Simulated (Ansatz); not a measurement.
Here is the system:

```yaml
crystal:
  lattice:
    - [4.74863, 0.00000, 0.00000]
    - [0.00000, 4.74863, 0.00000]
    - [0.00000, 0.00000, 3.20636]
  atoms:
    - { symbol: Sn, position: [0.00000, 0.00000, 0.00000] }
    - { symbol: Sn, position: [0.50000, 0.50000, 0.50000] }
    - { symbol: O, position: [0.30610, 0.30610, 0.00000] }
    - { symbol: O, position: [0.69390, 0.69390, 0.00000] }
    - { symbol: O, position: [0.80610, 0.19390, 0.50000] }
    - { symbol: O, position: [0.19390, 0.80610, 0.50000] }
```

The numbers are results of r2SCAN, rigid bands (plane waves, PAW, scalar-relativistic; Ansatz, a quantum-chemistry and plane-wave program), not measurements. Condition of this run: hydrostatic pressure of 2 GPa (compression positive) (the target of the relaxation). Cell: cell and atoms relaxed with PBEsol, then loaded as said.

Q: What conductivity effective mass do dilute holes have at 300 K?

A: 1.46 (x), 1.46 (y), 1.92 (z) mₑ.

Q: Predict the electron conductivity mass (n e² τ/σ) at 300 K, by direction if it differs.

A: 0.24 (x), 0.24 (y), 0.20 (z) mₑ.

Q: And the band gap?

A: 1.79 eV at this level; semilocal functionals usually fall short of the measured gap.

Rigid bands, one relaxation time for all states, no polarons. Spin-orbit coupling is left out; where it splits the top of the valence band it changes the hole mass and lowers the gap by about a third of the splitting. Geometry: cell and atoms relaxed with PBEsol.
